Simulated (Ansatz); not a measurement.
## What tensor shear ε_xz = +1.00 % does to SnO2

The parent structure is SnO₂ in the rutile structure (space group P4_2/mnm, No. 136; a = 4.7692 Å, c = 3.2120 Å). Axes: x, y, z lie along a, b, c of the conventional cell.

The change: a pure shear with ε_xz = ε_zx = 0.0100; the atoms relax in the strained cell.

Calculations: PBEsol/PAW in Ansatz (a first-principles code), spin-orbit coupling left out. Settings: 7×7×10 k-points, 0.05 eV Fermi–Dirac smearing.

| quantity | base | changed | shift |
|---|---|---|---|
| space group | P4_2/mnm (No. 136) | P2_1/c (No. 14) | – |
| shortest interatomic distance | 2.066 Å | 2.062 Å | -0.0032 Å |
| energy relative to the base (free energy F) | 0 meV/atom | +1.3 meV/atom | +1.3 meV/atom |
| pressure (mean of the normal stresses, compression positive) | 0.00 GPa | 0.03 GPa | +0.03 GPa |
| band gap | 0.92 eV | 0.92 eV | 0.00 eV |
| gap character | direct at Γ | direct at Γ | – |
| electron mass | 0.17 mₑ along c, 0.19 mₑ across (at Γ) | 0.17 mₑ along z, 0.19 mₑ across (at Γ) | – |
| valence-band top at Γ (three highest levels, from the VBM) | 0.00, -0.77, -0.77 eV | 0.00, -0.77, -0.78 eV | – |
| stress (xx, yy, zz, yz, xz, xy; compression positive) | – | (0.04, 0.04, 0.01, 0.00, -1.79, 0.00) GPa | – |

Final structure:

```
SnO2
1.0
    4.76918     0.00000     0.04769
    0.00000     4.76918     0.00000
    0.03212     0.00000     3.21200
Sn O
2 4
Direct
  0.00000   0.00000   0.00000
  0.50000   0.50000   0.50000
  0.30611   0.30640   0.00256
  0.80611   0.19360   0.50256
  0.19389   0.80640   0.49744
  0.69389   0.69360   0.99744
```

Effective masses come from finite differences of ±0.01 Å⁻¹. Whether these cells are dynamically stable was not tested. Labels are those of the standard path for the cell's own space group.
